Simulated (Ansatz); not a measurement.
Consider TaP (space group I4_1md, No. 109; a = 3.310 Å, c = 11.272 Å; a cell from a computed database, its experimental status unchecked).

Levels (all Ansatz, an electronic-structure program, PAW): PBEsol (420 eV, scalar-relativistic without spin-orbit coupling); PBEsol+SOC (420 eV, spin-orbit coupling included).

The geometry is relaxed with PBEsol.

| Quantity | Result |
|---|---|
| PBEsol pressure | 0.0 GPa |

### Question
What does PBEsol+SOC give at this geometry for the pressure?

### Answer
The pressure goes from zero to -0.2 GPa.

Single points use the geometry relaxed with PBEsol. Differences between runs with and without spin-orbit coupling are approximate. Whether these cells are dynamically stable was not tested. The runs without spin-orbit coupling are not spin-polarised.
